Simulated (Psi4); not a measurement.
Psi4 1.11, WB97X/def2-tzvp: Sb(H)2(Me) ([CH3][SbH2]), 7 atoms. The geometry is a generated start, not checked to be a minimum at this level.

```yaml
task: energy
method: wb97x
basis: def2-tzvp
memory: 3 GB
maxiter: 100
keys_of_the_molecule_block: symmetry c1
scf_type: df (default)
e_convergence: 1e-06 (default)
d_convergence: 1e-06 (default)
dft_radial_points: 75 (default)
dft_spherical_points: 302 (default)
effective_core_potentials: those of the basis set, past Kr
basis_functions: 111
grid_points: 152183
```

```xyz
7

Sb    -0.6131    -0.8137     0.9804
H     -1.9864    -0.5303     0.0258
H     -0.1708    -2.0441    -0.1064
C      0.5421     0.6588    -0.0917
H      0.2598     0.6705    -1.1385
H      1.5959     0.4190    -0.0075
H      0.3723     1.6398     0.3379
```

With the defaults (damping_percentage = 0, diis = true, scf_initial_accelerator = adiis, guess = auto, which took SAD, soscf = false, diis_start = 1, level_shift = 0, level_shift_cutoff = 0.01, diis_max_vecs = 10) it converges in 8 SCF iterations. One run each on 2 threads, with these changes:
- damping_percentage = 60
- soscf = true
- damping_percentage = 60, diis = false, scf_initial_accelerator = none
- level_shift = 0.1, level_shift_cutoff = 0.001
- diis_max_vecs = 3
- guess = huckel
- diis_start = 4
- guess = core
- guess = modhuckel

Q: Which runs fail or end elsewhere than the default run?

A: No convergence: damping_percentage = 60; damping_percentage = 60, diis = false, scf_initial_accelerator = none (the run ends without SCF convergence in 100 iterations). The rest reach the solution of the defaults.

```tsv
setting	SCF iterations	JK calls	end
soscf = true	5	16	same solution
the defaults	8	9	same solution
guess = huckel	9	28	same solution
level_shift = 0.1, level_shift_cutoff = 0.001	9	10	same solution
diis_start = 4	10	11	same solution
diis_max_vecs = 3	10	11	same solution
guess = modhuckel	11	30	same solution
guess = core	12	12	same solution
damping_percentage = 60	100	101	no convergence
damping_percentage = 60, diis = false, scf_initial_accelerator = none	100	101	no convergence
```

An SOSCF iteration holds several JK calls; a Hückel guess adds calls on atoms.
